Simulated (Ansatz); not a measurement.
We consider cubic perovskite CsPbBr₃ (cubic high-temperature phase), described by LDA in Ansatz (PAW).

Settings: plane-wave cutoff 520 eV, 4×4×4 k mesh, scalar-relativistic PAW data made under PBE.

The cell has the measured lattice: a = 5.874 Å, b = 5.874 Å, c = 5.874 Å, α = 90.00°, β = 90.00°, γ = 90.00°.

Question: Give the computed elastic constant C44, elastic constant C12, Poisson ratio and elastic constant C11.

Answer: 
- elastic constant C44 = 3.75 GPa
- elastic constant C12 = 5.21 GPa
- Poisson ratio = 0.316
- elastic constant C11 = 49.7 GPa

Note: held by symmetry at 0 K, a high-temperature phase can be a saddle point; the cell isn't this level's own, so it is under some stress, which shifts stiffness and frequencies.

Elastic constants are with the ions relaxed.

Spin–orbit coupling is not included; it can shift volumes and moduli of such heavy elements.

The computed numbers hold no vibrational or temperature effects.

Computing time: roughly 70 core-seconds.

Ansatz is an electronic-structure program.
